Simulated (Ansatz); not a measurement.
Take BN in the h-BN type structure (space group P6_3/mmc, No. 194; a = 2.501 Å, c = 6.526 Å; layered, stacked along the Cartesian z axis) as the base. Axes: x lies along a and z along c of the hexagonal cell.

Computed with r2SCAN+rVV10 (Ansatz, a program for electronic structure, PAW, no spin-orbit coupling).

For the base:

```
Quantity                         Result
-----------------------------  --------
Shortest interatomic distance   1.444 Å
Pressure                       0.00 GPa
```

The change: the cell is compressed by 3.68 % along y with no lateral relaxation; the atoms relax in the strained cell.

Q: Predict the new energy relative to the base, largest internal atomic displacement, shortest interatomic distance and pressure.

A: The energy goes up by 37 meV/atom; the largest internal atomic displacement comes out as 0.037 Å; the shortest interatomic distance shrinks by 0.040 Å, from 1.444 Å to 1.404 Å; the pressure (mean of the normal stresses, compression positive) goes from zero to 15.35 GPa.

Stability against distortions was not tested.
